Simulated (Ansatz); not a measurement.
Start from SrPb$_{3}$ in the Cu3Au type structure (space group Pm-3m, No. 221; a = 4.942 Å; a cell from a computed database, its experimental status unchecked). Axes: x, y, z lie along the cube axes.

Computed with PBEsol (Ansatz, a program for electronic structure; PAW; 420 eV plane waves; spin-orbit coupling left out).

Before the change:

```
Item        Value
--------  -------
Pressure  0.0 GPa
```

Modification: uniaxial strain ε_zz = −3.51 %, all other strain components held at zero; the atoms relax in the strained cell.

Q: Predict the new pressure.

A: The pressure (mean of the normal stresses, compression positive) goes from zero to 1.6 GPa.

Q: Predict the new energy relative to the base.

A: The energy goes up by 7.8 meV/atom.

Without a gap, meshes like the base's 10×10×10 leave anisotropic stresses uncertain by several tenths of a GPa, and small strain energies with them. No phonon test of stability was made.
